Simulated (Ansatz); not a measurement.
Where the default PAW files enter, the runs use the earlier of Ansatz's two default sets.

Input:

```xyz
12
Lattice="5.0942 0.0000 0.0000 0.8762 5.2030 0.0000 0.0000 0.0000 5.1506" Properties=species:S:1:pos:R:3 pbc="T T T"
Hf     4.3077     3.6832     2.3593
Hf     1.6626     1.5197     2.7913
Hf     2.1007     4.1212     4.9346
Hf     3.8696     1.0817     0.2160
O      3.6694     5.0915     3.8245
O      2.3010     0.1114     1.3261
O      2.7390     2.7129     1.2492
O      3.2313     2.4900     3.9015
O      5.0493     1.8015     1.7036
O      0.9210     3.4014     3.4470
O      0.4829     0.8000     4.2789
O      5.4874     4.4030     0.8717
```

Space group of this cell: P2_1/c. The cell is taken as given; by r2SCAN its mean pressure is 3.9 GPa.

The numbers are results of r2SCAN (plane waves, PAW; Ansatz, an electronic-structure program), not measurements.

The current runs along the normal of the first two printed vectors; no spin-orbit coupling. Scaled by the factor s: all lengths (ions clamped). Meshes 6×6×6 and 6×6 across the current in all rows.

```csv
s,mean pressure (GPa),band gap (eV)
0.98,22.4,4.85
1.00,3.9,4.64
1.02,-10.4,?
```

Q: Take the slope of the band gap against ln s from the two given rows, extrapolate to s = 1.02, and say what the run there gives.

A: Slope = (4.85 − 4.64) / ln 0.98 = -10.4 eV. The line gives 4.64 + (-10.4) × ln 1.02 = 4.43 eV. The run gives 4.43 eV, as the line does.
